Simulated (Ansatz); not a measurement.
InAgTe2, response to strain

The reference is InAgTe₂ in the chalcopyrite structure (space group I-42d, No. 122; a = 6.432 Å, c = 12.766 Å). Axes: x, y, z lie along a, b, c of the conventional cell.

Strains are applied to the cell and any free atomic positions relax.

Calculations: Ansatz (a first-principles code) PBEsol, spin-orbit coupling left out.

Notes on the quantities. energy relative to the base: free energy F; pressure: mean of the normal stresses, compression positive.

```tsv
change	volume per atom	energy relative to the base	pressure
base	33.01 Å³	0 meV/atom	0.0 GPa
uniaxial strain ε_xx = +1.50 %	33.50 Å³	+1.3 meV/atom	-0.6 GPa
uniaxial strain ε_xx = +2.25 %	33.75 Å³	+2.9 meV/atom	-0.9 GPa
uniaxial strain ε_xx = +3.00 %	34.00 Å³	+5.1 meV/atom	-1.2 GPa
```

Whether these cells are dynamically stable was not tested. All final runs are without spin polarisation.
